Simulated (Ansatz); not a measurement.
Data:

```yaml
crystal:
  lattice:
    - [3.70282, 0.00000, 0.00000]
    - [0.00000, 3.70282, 0.00000]
    - [0.00000, 0.00000, 3.70282]
  atoms:
    - { symbol: Ba, position: [0.00000, 0.00000, 0.00000] }
    - { symbol: Ti, position: [0.50000, 0.50000, 0.50000] }
    - { symbol: O, position: [0.00000, 0.50000, 0.50000] }
    - { symbol: O, position: [0.50000, 0.50000, 0.00000] }
    - { symbol: O, position: [0.50000, 0.00000, 0.50000] }
```

No spin polarisation.

Method: Ansatz (a first-principles code), PBEsol, PAW, cutoff 420 eV, without spin-orbit coupling. Γ-centred 8×8×8 mesh, Fermi–Dirac width 0.05 eV.

Q: What is the computed band gap?

A: 1.93 eV.

Q: What is the computed width of the top valence band?

A: 1.28 eV.

Load acts through the strain it causes; cell and atoms are relaxed under it. Stability against distortions was not tested. No other phases were tried under pressure. The final runs are not spin-polarised. The cell was made from BaTiO3 in the cubic perovskite structure (space group Pm-3m, No. 221) by this change: pressure 60 GPa. Many cubic perovskites are stable only at high temperature; tilts and polar distortions were not tested. This is not the structure that BaTiO3 has at room temperature and ambient pressure.
